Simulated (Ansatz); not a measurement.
Take Al in the fcc (Cu type) structure (space group Fm-3m, No. 225; relaxed with 0.1 eV smearing) as the base.

```
CELL_PARAMETERS angstrom
      0.00000     1.99194     1.99194
      1.99194     0.00000     1.99194
      1.99194     1.99194     0.00000
ATOMIC_POSITIONS crystal
  Al 0.00000 0.00000 0.00000
```

Cartesian axes are those of the cell as printed.

Computed with LDA, PAW, 420 eV (Ansatz, an electronic-structure program; scalar-relativistic without spin-orbit coupling).

For the base:

The pressure is 0.0 GPa and the shortest interatomic distance comes out as 2.817 Å.

It is then changed as follows: uniaxial strain ε_zz = +3.00 %, all other strain components held at zero; the atoms relax in the strained cell.

Problem. What happens to the pressure, energy relative to the base and shortest interatomic distance?

Solution. The pressure (mean of the normal stresses, compression positive) goes from zero to -2.3 GPa; the energy rises by 4.7 meV/atom; the shortest interatomic distance is still 2.817 Å.

Whether these cells are dynamically stable was not tested.
